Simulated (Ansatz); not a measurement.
The parent structure is CsPbBr₃ in the cubic perovskite structure (space group Pm-3m, No. 221).

```
CsPbBr3
1.0
    5.87207     0.00000     0.00000
    0.00000     5.87207     0.00000
    0.00000     0.00000     5.87207
Cs Pb Br
1 1 3
Direct
  0.00000   0.00000   0.00000
  0.50000   0.50000   0.50000
  0.00000   0.50000   0.50000
  0.50000   0.50000   0.00000
  0.50000   0.00000   0.50000
```

Calculations: Kohn–Sham DFT with the PBEsol functional, run in Ansatz (an electronic-structure program) with PAW and 420 eV plane waves, no spin-orbit coupling.

One change was made to it. Results:

The band gap goes up by 0.43 eV to 1.86 eV; the shortest interatomic distance rises by 0.125 Å to 3.061 Å.

Q: What was done to the base?
A) pressure −2 GPa
B) pressure 1.8 GPa
C) pressure −1 GPa
D) pressure 60 GPa
E) pressure 45 GPa

A: A, pressure −2 GPa. For comparison, the band gap in the other runs: pressure −1 GPa gives 1.63 eV; pressure 45 GPa gives zero; pressure 1.8 GPa gives 1.11 eV; pressure 60 GPa gives zero.

A case with no gap was solved on a k-mesh chosen for an insulator, which is coarse for it. Spin-orbit coupling, missing from the scalar runs, can matter with Pb. Load acts through the strain it causes; cell and atoms are relaxed under it. Whether these cells are dynamically stable was not tested. Competing high-pressure phases were not computed. The final runs are not spin-polarised. Many cubic perovskites are stable only at high temperature; tilts and polar distortions were not tested. This is not the structure that CsPbBr3 has at room temperature and ambient pressure. A zero or small gap of CsPbBr3 under pressure 45 GPa and CsPbBr3 under pressure 60 GPa can be the functional's error rather than a property of the material.
